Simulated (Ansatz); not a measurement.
Take SnSe in the GeS type structure (space group Pnma, No. 62; a = 11.5358 Å, b = 4.1209 Å, c = 4.5782 Å; layered, stacked along the Cartesian x axis) as the base.

It is then changed as follows: cell and atoms relaxed at a pressure of 2.1 GPa.

Levels (all Ansatz, an electronic-structure program, PAW): r2SCAN+rVV10 (500 eV, no SOC); HSE06 (420 eV, scalar-relativistic without spin-orbit coupling).

The geometry is relaxed with r2SCAN+rVV10.

| Property | Value |
|---|---|
| r2SCAN+rVV10 lowest conduction level above the VBM at special points | Γ 0.67 eV; Y 1.12 eV; U 1.33 eV |

Predict the lowest conduction level above the VBM at special points from HSE06.

The lowest conduction level above the VBM at special points becomes Γ 0.89 eV; Y 1.29 eV; U 1.54 eV (r2SCAN+rVV10: Γ 0.67 eV; Y 1.12 eV; U 1.33 eV).

Single points use the geometry relaxed with r2SCAN+rVV10. Their cutoffs differ, which shifts pressures a little. HSE06 was sampled on its mesh, a few special points and the semilocal edge points, so its gap is an upper bound. The levels and masses belong to the bands next to the band gap. Load acts through the strain it causes; cell and atoms are relaxed under it. Stability against distortions was not tested.
